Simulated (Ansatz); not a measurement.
Ansatz (a first-principles code) run on NaH (Fm-3m, 2 atoms in the cell): dielectric-response calculation.

Level of theory: PBE (plane waves, PAW; Ansatz).

```
NaH
1.0
    0.00000     2.42780     2.42780
    2.42780     0.00000     2.42780
    2.42780     2.42780     0.00000
Na H
1 1
Cartesian
  0.00000   0.00000   0.00000
  2.42780   2.42780   2.42780
```

Reference input (self-consistent single point, DFT, PBE, plane waves, default PAW files): basis.ecutwfc = 30.9 Ry; kpoints.mp_grid.grid = 9 9 9; hamiltonian.xc = pbe; hamiltonian.pseudopotentials = {kind: paw} (the program's default PAW files); scf.occupations.method = fermi_dirac; scf.occupations.width = 0.0007 Ry. This run's input differs from it in these lines:

Ansatz 0.2 input:
```diff
@@ -12,3 +12,3 @@
   mp_grid:
-    grid: [9, 9, 9]
+    grid: [4, 4, 4]
 hamiltonian:
@@ -19,8 +19,4 @@
   occupations:
-    method: fermi_dirac
-    width: 0.0007 Ry
-output:
-  forces: true
-  eigenvalues: true
-  stress: true
+    method: fixed
+dielectric: {}
```

Output (repeated stretches shortened):

```
SCF iter   1: F=—  HF=-1502.680253 eV  |F-HF|=—  |Δ(HF+E_count)|=         —  Δρ=4.98e-4  dr2=5.69e-5  ethr=1.77e-3  ⟨swp⟩=4.3  Hψ=664  notcnv=0  defer=24
all-band conjugate gradients solve this SCF's bands
preconditioner: auto → none
SCF iter   2: F=—  HF=-1502.680120 eV  |F-HF|=—  |Δ(HF+E_count)|=   1.33e-4  Δρ=3.47e-4  dr2=2.81e-5  ethr=5.69e-7  ⟨swp⟩=2.5  Hψ=320  notcnv=0  defer=24
SCF iter   3: F=—  HF=-1502.680152 eV  |F-HF|=—  |Δ(HF+E_count)|=   3.21e-5  Δρ=2.40e-4  dr2=1.04e-5  ethr=2.81e-7  ⟨swp⟩=2.0  Hψ=197  notcnv=0  defer=24
   [... lines left out ...]
SCF iter   5: F=—  HF=-1502.680149 eV  |F-HF|=—  |Δ(HF+E_count)|=   2.85e-6  Δρ=9.32e-5  dr2=2.04e-6  ethr=8.10e-9  ⟨swp⟩=2.0  Hψ=182  notcnv=0
SCF iter   6: F=—  HF=-1502.680148 eV  |F-HF|=—  |Δ(HF+E_count)|=   8.40e-7  Δρ=5.41e-6  dr2=5.86e-9  ethr=8.10e-9  ⟨swp⟩=2.9  Hψ=182  notcnv=0
SCF iter   7: F=—  HF=-1502.680148 eV  |F-HF|=—  |Δ(HF+E_count)|=   2.06e-9  Δρ=2.02e-6  dr2=8.68e-10  ethr=5.86e-11  ⟨swp⟩=1.8  Hψ=141  notcnv=0
SCF iter   8: F=-1502.680148 eV  HF=-1502.680148 eV  |F-HF|=4.55e-13  |Δ(HF+E_count)|=  3.79e-10  Δρ=4.69e-8  dr2=5.04e-13  ethr=1.00e-12  ⟨swp⟩=2.5  Hψ=526  notcnv=0
SCF 1 converged in 8 iterations: F = -1502.680148 eV  dr2 = 5.04e-13
DFPT response loops at Γ: preconditioner auto → none (the input reference at scf.mixing.eps_inf says where Resta's filter doesn't serve); β = 0.50 …
── the response to a field inside a basis, on 4×4×4 k-points: an SCF that follows is theirs, and a resumed run solves both again ──
Crystal: 2 atoms, lattice volume = 28.620 Å³
Bands: 6, of which v1, the nominal top of the filled ones, is band 5 counted from 1 (4 counted from 0)
k-points: 10 of 64 (irreducible under 12 space group operations)
Initial density: handed on by an earlier stage of this run
Initial wavefunctions: pseudopotential atomic-orbital guess (no wavefunctions were taken with the density)
Eigensolver: Dense (10 Hₖ)
   [... lines left out ...]
Free energy (F): -1502.680148 eV
Fermi energy:    0.752782 eV
   [... lines left out ...]
         0.00000   -0.00000    0.97604
    site 1:
        -0.97604    0.00000    0.00000
         0.00000   -0.97604    0.00000
        -0.00000    0.00000   -0.97604
  Z* charge neutrality: 8.885e-4 e pre-enforcement
  solved inside a basis spanned on kpoints, on 4×4×4 k-points, its susceptibility summed on 8×8×8: ε∞ is read to err by 7.0e-3, Z* by 1.0e-2 e (field_mesh …
```

The run converged in 11 iterations. 

Summary of the result:
```
Quantity                                                                                            Result
----------------------------------------------------------------------------------------  ----------------
Free energy E − TS (on the zero of these files)                                              -1502.6801 eV
Top of the valence band (on the code's own zero)                                                   0.75 eV
Gap on the k-point mesh                                                                            3.74 eV
ε∞ at this k-point mesh, which may be far from converged in small-gap cells (xx, yy, zz)  3.12, 3.12, 3.12
Born charges at this mesh (mean of the diagonal, e)                                       Na 0.98, H -0.98
```

The starting cell has typed, rounded lattice constants, without a prior relaxation at this level. Its lattice was rescaled by up to half a per cent.
